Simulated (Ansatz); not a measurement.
The structure below was relaxed with PBEsol (Ansatz, an electronic-structure program, PAW, no spin-orbit coupling), at pressure 22.5 GPa.

```xyz
2
Lattice="2.9917 0.0000 0.0000 -1.4959 2.5909 0.0000 0.0000 0.0000 4.7811" Properties=species:S:1:pos:R:3 pbc="T T T"
Hf     1.4959     0.8636     3.5858
Hf     0.0000     1.7273     1.1953
```

Q: Find the space group and the Wyckoff positions.

A: Space group P6₃/mmc (No. 194); a = 2.9917 Å, b = 2.9917 Å, c = 4.7811 Å, α = 90.00°, β = 90.00°, γ = 120.00°

| atom | site | symmetry | x | y | z |
|---|---|---|---|---|---|
| Hf | 2c | -6m2 | 0.3333 | 0.6667 | 0.2500 |

Q: Describe the coordination.

A: The crystal has 2 atoms in its conventional cell. Conventional cell: a = 2.992 Å, b = 2.992 Å, c = 4.781 Å, α = 90.00°, β = 90.00°, γ = 120.00°. Hf is coordinated by 12 Hf at 2.949–2.992 Å (anticuboctahedral). (Neighbours: up to the widest gap in distance over summed covalent radii, below 1.35, at either atom.)

Load acts through the strain it causes; cell and atoms are relaxed under it. Whether these cells are dynamically stable was not tested. No other phases were tried under pressure. All final runs are without spin polarisation. The cell was made from Hf in the hcp (Mg type) structure (space group P6_3/mmc, No. 194) by this change: pressure 22.5 GPa.
